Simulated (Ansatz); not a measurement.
How a calculation on Sb2Pt (Pa-3, 12 atoms in the cell) responds to its settings

```yaml
crystal:
  lattice:
    - [6.56477, 0.00000, 0.00000]
    - [0.00000, 6.56477, 0.00000]
    - [0.00000, 0.00000, 6.56477]
  atoms:
    - { symbol: Sb, position: [0.37525, 0.12475, 0.87525] }
    - { symbol: Sb, position: [0.62475, 0.87525, 0.12475] }
    - { symbol: Sb, position: [0.12475, 0.87525, 0.37525] }
    - { symbol: Sb, position: [0.87525, 0.12475, 0.62475] }
    - { symbol: Sb, position: [0.87525, 0.37525, 0.12475] }
    - { symbol: Sb, position: [0.12475, 0.62475, 0.87525] }
    - { symbol: Sb, position: [0.62475, 0.62475, 0.62475] }
    - { symbol: Sb, position: [0.37525, 0.37525, 0.37525] }
    - { symbol: Pt, position: [0.00000, 0.50000, 0.50000] }
    - { symbol: Pt, position: [0.50000, 0.50000, 0.00000] }
    - { symbol: Pt, position: [0.50000, 0.00000, 0.50000] }
    - { symbol: Pt, position: [0.00000, 0.00000, 0.00000] }
```

Base run A: PBE, PAW files in Ansatz (a first-principles code), self-consistent single point.

Its settings: basis.ecutwfc = 420 eV; kpoints.mp_grid.grid = 5 5 5; hamiltonian.xc = pbe; hamiltonian.pseudopotentials = {kind: paw} (the program's default PAW files); scf.occupations.method = cold; scf.occupations.width = 0.136 eV.

The starting cell comes from a database of computed structures (which also holds hypothetical and non-ambient phases and stackings), without a prior relaxation at this level. Its lattice was rescaled by a random factor within 2.5 % of one. Spin polarisation is off. Ansatz's pressure includes its estimate of the finite-basis (Pulay) stress.

ΔF is the free energy per atom less that of run A. 

```csv
run,"scf.mixing.algorithm, scf.mixing.beta",ΔF (meV/atom),pressure (GPa),largest force (eV/Å),iterations
A,"default (the program chose MSR1), default",0.00,-0.57,0.071,8
B,"anderson, 0.02",0.00,-0.57,0.071,18
C,"anderson, 0.05",0.00,-0.57,0.070,17
D,"anderson, 0.1",0.00,-0.57,0.071,14
E,"anderson, 0.2",0.00,-0.57,0.071,13
F,"anderson, 0.3",0.00,-0.57,0.070,12
G,"anderson, 0.5",0.00,-0.57,0.070,10
H,"anderson, 0.7",0.00,-0.57,0.071,10
I,"anderson, 0.9",0.00,-0.57,0.071,10
J,"anderson, 1",0.00,-0.57,0.070,10
```

Runs B, C, D, E, F, G, H, I, J reached the same state as A (within 1 meV/atom). The fewest iterations to that state were 8 (A); the most were 18.

Keys are those of Ansatz 0.2.
